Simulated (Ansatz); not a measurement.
Carrier properties of ZnS under load (space group P6_3mc)

Given:

```
ZnS
1.0
    3.73569     0.00000     0.00000
   -1.86785     3.23521     0.00000
    0.00000     0.00000     6.25538
Zn S
2 2
Direct
  0.33333   0.66667   0.00236
  0.66667   0.33333   0.50236
  0.33333   0.66667   0.37264
  0.66667   0.33333   0.87264
```

Computed with PBEsol with spin-orbit coupling, rigid bands (plane waves, PAW; Ansatz, a quantum-chemistry and plane-wave program). Condition of this run: biaxial stress xx = yy = 2 GPa (compression positive) (the target of the relaxation). How the cell was made: cell and atoms relaxed with PBEsol, then loaded as said.

```json
{
 "band_gap": "2.14 eV",
 "electron conductivity mass (300 K, dilute)": "0.20 (x), 0.20 (y), 0.159 (z) mₑ",
 "hole conductivity mass (300 K, dilute)": "0.95 (x), 0.95 (y), 1.56 (z) mₑ",
 "effective density of states N_c (300 K)": "2.0e18 cm⁻³",
 "effective density of states N_v (300 K)": "3.0e19 cm⁻³",
 "density_of_states_mass_electrons": "0.183 mₑ",
 "density_of_states_mass_holes": "1.13 mₑ",
 "Seebeck coefficient, n-type 1e19 cm⁻³, 300 K": "-107 μV/K",
 "Seebeck coefficient, p-type 1e19 cm⁻³, 300 K": "351 μV/K",
 "best p-type power factor at 300 K for τ = 10 fs (best axis; densities from 1e16 to 1e21 cm⁻³ tried, whether or not they can be reached)": "9.2 μW/(cm·K²) at 3e20 cm⁻³"
}
```

Rigid bands; masses and Seebeck coefficients take one relaxation time τ for all states and one kind of carrier; polarons and phonon drag are left out.
